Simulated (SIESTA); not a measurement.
# Converging shifted k-point meshes: InSb (R3m, 2 atoms in the cell)

```xyz
2
Lattice="0.0000 3.2303 3.2303 3.2303 0.0000 3.2303 3.2303 3.2303 0.0000" Properties=species:S:1:pos:R:3 pbc="T T T"
In     0.0289     0.0289     0.0289
Sb     1.6151     1.6151     1.6151
```

Method: LDA PW92, numerical atomic orbitals DZP, PseudoDojo LDA standard norm-conserving potentials (rewritten from UPF to PSML) run with SIESTA.

Base settings: XC.functional = LDA; XC.authors = PW92; potentials = PseudoDojo LDA standard; PAO.BasisSize = DZP; PAO.EnergyShift = 0.01 Ry; MeshCutoff = 350 Ry; kgrid.MonkhorstPack = 7 7 7; OccupationFunction = FD; ElectronicTemperature = 10 meV; MaxSCFIterations = 150.

Only quantities that move along the ladder and can be compared are tabulated.

Core times come from one kind of shared machine, to one figure; runs under 30 s give none.

The starting cell has typed, rounded lattice constants, without a prior relaxation at this level. Its lattice was rescaled by up to half a per cent. One atom was moved a little off its site on purpose. Values carry the incompleteness of an atom-centred basis. The run gives no clean gap (levels at the Fermi energy touch, overlap or are partly filled at this smearing), which alone does not show that the compound is a metal.

| kgrid.MonkhorstPack | free energy less the last step's (meV/atom) | pressure (GPa) | largest difference of a force vector from the last step's (eV/Å) | core time / last (rough) |
|---|---|---|---|---|
| 2 2 2 shifted by 0.5 0.5 0.5 | 68.70 | -0.05 | 0.606 | – |
| 3 3 3 shifted by 0.5 0.5 0.5 | 9.93 | -0.28 | 0.111 | – |
| 4 4 4 shifted by 0.5 0.5 0.5 | 2.49 | -0.28 | 0.009 | – |
| 5 5 5 shifted by 0.5 0.5 0.5 | 1.06 | -0.27 | 0.013 | – |
| 6 6 6 shifted by 0.5 0.5 0.5 | 0.59 | -0.26 | 0.015 | – |
| 8 8 8 shifted by 0.5 0.5 0.5 | 0.24 | -0.25 | 0.010 | – |
| 10 10 10 shifted by 0.5 0.5 0.5 | 0.12 | -0.25 | 0.005 | 0.2 |
| 13 13 13 shifted by 0.5 0.5 0.5 | 0.05 | -0.25 | 0.003 | 0.2 |
| 16 16 16 shifted by 0.5 0.5 0.5 | 0.02 | -0.24 | 0.001 | 0.3 |
| 19 19 19 shifted by 0.5 0.5 0.5 | 0.01 | -0.24 | 0.001 | 0.5 |
| 23 23 23 shifted by 0.5 0.5 0.5 | 0.00 | -0.24 | 0.000 | 1 |

Coarsest kgrid.MonkhorstPack that holds the forces within 0.02 eV/Å of the last step, with all finer ones: 4 4 4 shifted by 0.5 0.5 0.5; the step before is off by 0.11 eV/Å.

Coarsest kgrid.MonkhorstPack that holds the pressure within 0.1 GPa of the last step, with all finer ones: 3 3 3 shifted by 0.5 0.5 0.5; the step before is off by 0.19 GPa.

Coarsest kgrid.MonkhorstPack that holds the free energy within 2 meV/atom of the last step, with all finer ones: 5 5 5 shifted by 0.5 0.5 0.5; the step before is off by 2.5 meV/atom.
